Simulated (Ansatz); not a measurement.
**Band gap of SrZrO3 (Imma, No. 74, 10 atoms in the cell; start mp-1080575; a measured phase of this formula has another space group) at several levels of theory**

No measured value is used here.

```tsv
level (code)	value (eV)	cell (Å³/atom)
LDA (Ansatz)	3.63	13.34
PBEsol (Ansatz)	3.59	13.70
PBEsol+SOC (Ansatz)	3.59 (indirect)	13.70
dielectric-dependent PBEsol hybrid (Ansatz)	(withheld)	13.70
HSE06 (Ansatz)	5.19	13.70
HSE06+SOC (Ansatz)	5.19 (indirect)	13.70
PBE0 (Ansatz)	(withheld)	13.70
```

Question: Some entries are withheld; supply them.

Answer: 
- dielectric-dependent PBEsol hybrid (Ansatz, a program for electronic structure), value (eV): 5.54
- PBE0 (Ansatz), value (eV): 5.95

Computed values are for a static lattice. Levels without +SOC have no spin–orbit coupling; where heavier elements are present it shifts gaps, mostly down, and can invert bands.  PBEsol+SOC: the gap is read on the k mesh or supercell of the run alone and can be too large. Values are at the PBEsol cell; LDA at the level's own equilibrium cell; PBEsol at the level's own equilibrium cell. Cutoffs and k meshes differ between the levels. Ansatz's density-functional and Hartree–Fock values are scalar-relativistic unless marked +SOC, with PAW data made under PBE.

A start named mp-… is a Materials Project structure, which need not be a measured phase.
